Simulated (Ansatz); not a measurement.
Take Si in the diamond structure (space group Fd-3m, No. 227; a = 5.434 Å) as the base.

Structures relaxed with PBEsol (Ansatz, a first-principles code), spin-orbit coupling left out.

Base:

Simulated powder pattern, Cu Kα1, λ = 1.54056 Å (kinematic, ideal powder, no thermal factors, no anomalous dispersion; the 14 strongest lines at most, above 2 %, up to 2θ = 90°):

```json
[
 {"2θ (°)": "28.43", "I/Imax (%)": "100", "hkl": "(111)"},
 {"2θ (°)": "47.28", "I/Imax (%)": "67", "hkl": "(220)"},
 {"2θ (°)": "56.09", "I/Imax (%)": "40", "hkl": "(311)"},
 {"2θ (°)": "69.09", "I/Imax (%)": "11", "hkl": "(400)"},
 {"2θ (°)": "76.33", "I/Imax (%)": "16", "hkl": "(331)"},
 {"2θ (°)": "87.97", "I/Imax (%)": "23", "hkl": "(422)"}
]
```

The change: Re takes the place of Si on all its sites; the structure is relaxed again.

After the change:

Simulated powder pattern, Cu Kα1, λ = 1.54056 Å (kinematic, ideal powder, no thermal factors, no anomalous dispersion; the 14 strongest lines at most, above 2 %, up to 2θ = 90°):

```csv
2θ (°),I/Imax (%),hkl
27.60,100,(111)
45.84,79,(220)
54.35,48,(311)
66.85,13,(400)
73.77,20,(331)
84.85,28,(422)
```

The indices refer to each structure's own conventional cell; one index is shown for lines that coincide.

Stability against distortions was not tested. As relaxed here, Re is a hypothetical phase, not in the database extracts checked. All final runs are without spin polarisation.
